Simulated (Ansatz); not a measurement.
**FeS2: pressure series**

Take FeS2 (space group Pnnm, No. 58; a = 4.439 Å, b = 5.409 Å, c = 3.390 Å; non-magnetic) as the base.

Cell and atoms are relaxed at each pressure.

The values are results of PBE in Ansatz (plane waves to 420 eV, PAW, no SOC), not measurements.

Candidates:
(a) pressure 15 GPa
(b) pressure 7 GPa
(c) pressure 30 GPa

For the base:

| Property | Result |
|---|---|
| Band gap | 0.88 eV |

Problem. Order them by band gap, highest first.

Solution. (c) pressure 30 GPa (1.16 eV), (a) pressure 15 GPa (1.06 eV), (b) pressure 7 GPa (0.97 eV)

Load acts through the strain it causes; cell and atoms are relaxed under it. No phonon test of stability was made. Competing high-pressure phases were not computed. Seeded moments were not kept for the base. All final runs are without spin polarisation.

Ansatz is a first-principles code.
